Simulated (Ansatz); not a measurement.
**CsSnI3: Cs → Li**

Start from CsSnI3 in the cubic perovskite structure (space group Pm-3m, No. 221; a = 6.130 Å).

Now apply this change: every Cs is replaced by Li, then cell and atoms are relaxed.

Method: Ansatz (an electronic-structure program) PBEsol, no SOC. k-mesh 8×8×8 (Γ-centred); smearing 0.05 eV (Fermi–Dirac).

| quantity | base | changed | shift |
|---|---|---|---|
| density | 4.56 g/cm³ | 3.75 g/cm³ | -0.803 g/cm³ |
| lattice parameter a | 6.130 Å | 6.073 Å | -0.057 Å |
| space group | Pm-3m (No. 221) | Pm-3m (No. 221) | – |
| shortest interatomic distance | 3.065 Å | 3.037 Å | -0.0287 Å |
| band gap | 0.10 eV | zero | – |

Final structure:

```xyz
5
Lattice="6.0730 0.0000 0.0000 0.0000 6.0730 0.0000 0.0000 0.0000 6.0730" Properties=species:S:1:pos:R:3 pbc="T T T"
Li     0.0000     0.0000     0.0000
Sn     3.0365     3.0365     3.0365
I      0.0000     3.0365     3.0365
I      3.0365     3.0365     0.0000
I      3.0365     0.0000     3.0365
```

Spin-orbit coupling, missing from the scalar runs, can matter with I. No phonon test of stability was made. As relaxed here, LiSnI3 is a hypothetical phase, not in the database extracts checked. The final runs are not spin-polarised. Many cubic perovskites are stable only at high temperature; tilts and polar distortions were not tested. The zero or small gap of LiSnI3 and CsSnI3 can change with the level of theory.
